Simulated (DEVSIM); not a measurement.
System: Pt/SiON/p-InP capacitor, at 250 K.

```
layer (left to right)  material  thickness (nm)  Na (cm⁻³)
---------------------  --------  --------------  ---------
1                          SiON            3.90          -
2                           InP            3000     4.2e16
```

Metal gate on the left, work function 5.6 eV. Fixed charge at the semiconductor interface 1.3e10 cm⁻² (in units of +e); no interface traps.

This is a model device: material constants are rounded textbook-type values typed into the input, and sizes, dopings and lifetimes were drawn at random. Values at 300 K; Nc and Nv go as T^1.5, mobilities as T to minus their exponent, the gap by Varshni's rule with the affinity fixed.

```csv
parameter,SiON,InP
gap (eV),7,1.344
affinity (eV),1.4,4.38
permittivity,5.5,12.5
Nc (cm⁻³),-,5.7e17
Nv (cm⁻³),-,1.1e19
Varshni α (eV/K),-,0.000363
Varshni β (K),-,162
```

Simulated with DEVSIM: 1D Poisson equation in equilibrium, Boltzmann statistics, complete ionisation; no quantum confinement or tunnelling. Metal contacts follow the ideal Schottky-Mott rule: no Fermi-level pinning, no interface dipoles.

### Question
Tabulate band edges, carrier densities and field at 0.7 V on the gate.

### Answer
Energies count from the Fermi level of the right contact; mesh points crowd at the junctions.

```csv
x (μm),Ec (eV),Ev (eV),n (cm⁻³),p (cm⁻³),field (V/cm)
0.000,3.500,-3.500,< 1e2,< 1e2,190000
0.001014,3.520,-3.480,< 1e2,< 1e2,190000
0.002267,3.544,-3.456,< 1e2,< 1e2,190000
0.003436,3.567,-3.433,< 1e2,< 1e2,190000
0.004875,0.604,-0.756,290000,4900,87000
0.007240,0.625,-0.735,110000,13000,85000
0.01222,0.666,-0.693,16000,88000,82000
0.02806,0.789,-0.571,< 1e2,2.6e7,73000
0.05432,0.959,-0.401,< 1e2,7.1e10,57000
0.1114,1.184,-0.175,< 1e2,2.4e15,22000
0.2317,1.245,-0.114,< 1e2,4.2e16,90
0.6143,1.246,-0.114,< 1e2,4.2e16,≈ 0
1.291,1.246,-0.114,< 1e2,4.2e16,≈ 0
2.132,1.246,-0.114,< 1e2,4.2e16,≈ 0
2.678,1.246,-0.114,< 1e2,4.2e16,≈ 0
2.850,1.246,-0.114,< 1e2,4.2e16,≈ 0
2.931,1.246,-0.114,< 1e2,4.2e16,≈ 0
2.970,1.246,-0.114,< 1e2,4.2e16,≈ 0
2.992,1.246,-0.114,< 1e2,4.2e16,≈ 0
2.999,1.246,-0.114,< 1e2,4.2e16,≈ 0
3.002,1.246,-0.114,< 1e2,4.2e16,≈ 0
3.004,1.246,-0.114,< 1e2,4.2e16,≈ 0
```
